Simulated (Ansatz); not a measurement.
Consider HfO2 in the CdI2 type structure (space group P-3m1, No. 164; a = 3.2085 Å, c = 4.5149 Å; a hypothetical phase, not in the database extracts checked; layered, stacked along the Cartesian z axis).

Modification: cell and atoms relaxed at a pressure of 1.8 GPa.

Levels (all Ansatz, a program for electronic structure, PAW): PBEsol-D3(BJ) (420 eV, spin-orbit coupling left out); HSE06+SOC (420 eV, noncollinear with spin-orbit coupling).

The geometry is relaxed with PBEsol-D3(BJ).

| Quantity | Result |
|---|---|
| PBEsol-D3(BJ) valence-band top at Γ | 0.00, -0.39, -0.39 eV |
| PBEsol-D3(BJ) lowest conduction level above the VBM at special points | M 4.22 eV; K 4.25 eV; A 4.87 eV; Γ 5.04 eV |

With HSE06+SOC at the same geometry, the valence-band top at Γ (three highest Kramers pairs, from the VBM) changes from 0.00, -0.39, -0.39 eV to 0.00, -0.34, -0.53 eV; the lowest conduction level above the VBM at special points goes from M 4.22 eV; K 4.25 eV; A 4.87 eV; Γ 5.04 eV to M 5.91 eV; K 5.99 eV; A 6.64 eV; Γ 6.77 eV.

Single points use the geometry relaxed with PBEsol-D3(BJ). HSE06 was sampled on its mesh, a few special points and the semilocal edge points, so its gap is an upper bound. Differences between runs with and without spin-orbit coupling are approximate. With Hf present, leaving out spin-orbit coupling can change the band edges. The levels and masses belong to the bands next to the band gap. Load acts through the strain it causes; cell and atoms are relaxed under it. Whether these cells are dynamically stable was not tested.
